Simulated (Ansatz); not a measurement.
**Phonons of SrO (rock salt, Fm-3m) at temperature**

Method: the stochastic self-consistent harmonic approximation in a 3×3×3 supercell, LDA density-functional theory in Ansatz (plane waves, PAW). The cell is fixed at its relaxed static size. Melting and transitions to other phases are not modelled. An odd repeat of the supercell leaves out some zone-boundary points, where instabilities often lie. Frequencies in cm⁻¹ at q = (0.00, 0.33, 0.67) (fractions of the primitive reciprocal vectors), each column in ascending order, rows equal in every column written once; i marks an imaginary mode. The auxiliary (Gaussian) frequencies are positive by construction; the free-energy Hessian decides stability.

```json
[
 {"harmonic": "124", "Gaussian 300 K": "126", "Hessian 300 K": "123", "Gaussian 1500 K": "132", "Hessian 1500 K": "119"},
 {"harmonic": "173", "Gaussian 300 K": "175", "Hessian 300 K": "173", "Gaussian 1500 K": "175", "Hessian 1500 K": "169"},
 {"harmonic": "189", "Gaussian 300 K": "191", "Hessian 300 K": "187", "Gaussian 1500 K": "195", "Hessian 1500 K": "182"},
 {"harmonic": "274", "Gaussian 300 K": "283", "Hessian 300 K": "274", "Gaussian 1500 K": "306", "Hessian 1500 K": "272"},
 {"harmonic": "289", "Gaussian 300 K": "297", "Hessian 300 K": "291", "Gaussian 1500 K": "320", "Hessian 1500 K": "294"},
 {"harmonic": "364", "Gaussian 300 K": "370", "Hessian 300 K": "362", "Gaussian 1500 K": "387", "Hessian 1500 K": "356"}
]
```

```
Property                                                                        Value
--------------------------------------------------------------------  ---------------
pressure at 300 K in this cell                                        1.25 ± 0.00 GPa
pressure at 1500 K in this cell                                       4.89 ± 0.04 GPa
pressure near 300 K by path-integral sampling of the fitted surface          1.28 GPa
pressure near 1500 K by path-integral sampling of the fitted surface         5.30 GPa
static pressure                                                              0.00 GPa
```

Over all wave vectors of the supercell the softest harmonic mode is 99 cm⁻¹ at q = (0.00, 0.00, 0.33); the softest of the Hessian is 99 cm⁻¹ at q = (0.00, 0.00, 0.33) at 300 K (error under 1; the run's verdict: stable), 95 cm⁻¹ at q = (0.00, 0.00, 0.33) at 1500 K (error under 1; the run's verdict: stable).

Ansatz is a first-principles code.
